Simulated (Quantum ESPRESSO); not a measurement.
## Converging the k-point mesh at a smearing width of 0.05 eV: Mg (P-3m1, 2 atoms in the cell)

```
CELL_PARAMETERS angstrom
      3.20037     0.00000     0.00000
     -1.60018     2.77160     0.00000
      0.00000     0.00000     5.19437
ATOMIC_POSITIONS crystal
  Mg 0.33333 0.66667 0.25963
  Mg 0.66667 0.33333 0.75000
```

Computed with LDA (PZ), GBRV 1.5 ultrasoft (LDA) pseudopotentials (plane waves; Quantum ESPRESSO).

Base settings: ecutwfc = 40 Ry; ecutrho = 200 Ry; occupations = smearing; smearing = fd; degauss = 0.0073499 Ry; potentials = {Mg: mg_lda_v1.4.uspp.F.UPF}; K_POINTS = automatic 8 8 5 0 0 0; conv_thr = 1e-11 Ry; mixing_beta = 0.7.

In this ladder: degauss = 0.0036749 Ry.

The second cell is the first with its lattice scaled by 0.98.

Only quantities that move along the ladder and can be compared are tabulated.

The count of work is k-points × plane waves × bands × iterations; it is no time. Core times come from one kind of shared machine, to one figure; runs under 30 s give none.

The starting cell has typed, rounded lattice constants, without a prior relaxation at this level. Its lattice was rescaled by up to half a per cent. One atom was moved a little off its site on purpose.

```csv
K_POINTS,free energy less the last step's (meV/atom),energy of the compressed cell less the first (meV/atom),pressure (GPa),largest difference of a force vector from the last step's (eV/Å),count of work / last,core time / last (rough)
automatic 4 4 3 0 0 0,-53.98,-10.22,-2.24,0.012,0.0081,–
automatic 5 5 3 0 0 0,-33.13,-9.59,-2.17,0.025,0.011,–
automatic 6 6 3 0 0 0,47.46,-9.47,-2.13,0.008,0.015,–
automatic 7 7 4 0 0 0,-11.49,-8.39,-2.02,0.033,0.025,–
automatic 9 9 5 0 0 0,3.43,-10.33,-2.23,0.000,0.046,–
automatic 11 11 6 0 0 0,-8.03,-10.60,-2.27,0.000,0.076,–
automatic 13 13 7 0 0 0,3.72,-9.76,-2.16,0.002,0.11,–
automatic 16 16 9 0 0 0,2.40,-9.85,-2.18,0.001,0.21,0.3
automatic 19 19 10 0 0 0,1.29,-9.87,-2.18,0.001,0.33,0.7
automatic 23 23 13 0 0 0,0.30,-9.85,-2.17,0.001,0.60,1.0
automatic 28 28 15 0 0 0,0.00,-9.98,-2.19,0.000,1.0,1
```

Coarsest K_POINTS that holds the pressure within 0.1 GPa of the last step, with all finer ones: automatic 9 9 5 0 0 0, at 0.046 of the last step's count of work; the step before is off by 0.17 GPa.

Coarsest K_POINTS that holds the energy of the compressed cell less the first within 1 meV/atom of the last step, with all finer ones: automatic 9 9 5 0 0 0, at 0.046 of the last step's count of work; the step before is off by 1.6 meV/atom.

Coarsest K_POINTS that holds the free energy within 1 meV/atom of the last step, with all finer ones: automatic 23 23 13 0 0 0; the step before is off by 1.3 meV/atom.

The energy difference between the two cells stays within 1 meV/atom of the last step's from automatic 9 9 5 0 0 0 on, the total only from automatic 23 23 13 0 0 0 on: much of the error is common to both cells and cancels.
